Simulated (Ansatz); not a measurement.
The reference is OsSi (space group P2_13, No. 198).

```
OsSi
1.0
    4.74284     0.00000     0.00000
    0.00000     4.74284     0.00000
    0.00000     0.00000     4.74284
Si Os
4 4
Direct
  0.16335   0.33665   0.66335
  0.33665   0.66335   0.16335
  0.66335   0.16335   0.33665
  0.83665   0.83665   0.83665
  0.87410   0.62590   0.37410
  0.62590   0.37410   0.87410
  0.37410   0.87410   0.62590
  0.12590   0.12590   0.12590
```

Cartesian axes are those of the cell as printed.

All numbers come from plane-wave PAW DFT at the PBEsol level (Ansatz, an electronic-structure program, 420 eV), no spin-orbit coupling.

Base values:

The shortest interatomic distance comes out as 2.376 Å.

The change: biaxial strain −0.52 %, plane normal [001], relaxed out of plane (Cartesian); in-plane vectors clamped, the third vector and the atoms free.

### Question
Predict the new in-plane stress, out-of-plane strain, shortest interatomic distance and energy relative to the base.

### Answer
The mean in-plane stress (compression positive) amounts to +0.8 GPa; the out-of-plane strain amounts to +0.81 %; the shortest interatomic distance remains 2.376 Å; the energy grows by 0.4 meV/atom.

Stability against distortions was not tested.
